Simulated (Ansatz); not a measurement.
Results of r²SCAN0 (Ansatz, a quantum-chemistry and plane-wave program, PAW) for Ba3AsN (Pm-3m, No. 221, 5 atoms in the cell; start mp-1013734).

Run with plane-wave cutoff 520 eV, 4×4×4 k mesh, Fermi–Dirac smearing 0.01 eV, scalar-relativistic PAW data made under PBE.

Cell (relaxed with PBEsol):

```
Ba3AsN
1.0
    5.34630     0.00000     0.00000
    0.00000     5.34630     0.00000
    0.00000     0.00000     5.34630
Ba As N
3 1 1
Cartesian
  0.00000   2.67315   2.67315
  2.67315   0.00000   2.67315
  2.67315   2.67315   0.00000
  0.00000   0.00000   0.00000
  2.67315   2.67315   2.67315
```

Task: Predict the band gap.

Result: 
- band gap = 1.40 eV (on the SCF k mesh)

Note: cell and atoms aren't relaxed at this level (pressure 1.5 GPa).

Spin–orbit coupling is not included.

Computed values are for the static lattice.

The result took very roughly 2.9 core-minutes.

A start named mp-… is a Materials Project structure, which need not be a measured phase.
